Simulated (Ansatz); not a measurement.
Start from Nb in the bcc (W type) structure (space group Im-3m, No. 229; a = 3.303 Å). Axes: x, y, z lie along the cube axes.

All numbers come from r2SCAN in Ansatz (plane waves to 500 eV, PAW, no spin-orbit coupling).

Base values:

| Quantity | Result |
|---|---|
| Shortest interatomic distance | 286.0 pm |
| Pressure | 0.0 GPa |

Modification: uniaxial strain ε_yy = −1.42 %, all other strain components held at zero; the atoms relax in the strained cell.

### Question
What does the calculation give for the energy relative to the base after the change?

### Answer
The energy increases by 2.9 meV/atom.

### Question
Estimate the effect on the shortest interatomic distance.

### Answer
The shortest interatomic distance drops by 1.3 pm (286.0 pm → 284.7 pm).

### Question
Estimate the effect on the pressure.

### Answer
The pressure (mean of the normal stresses, compression positive) goes from zero to 2.6 GPa.

Without a gap, meshes like the base's 20×20×20 leave anisotropic stresses uncertain by several tenths of a GPa, and small strain energies with them. No phonon test of stability was made. All final runs are without spin polarisation.

Ansatz is a program for electronic structure.
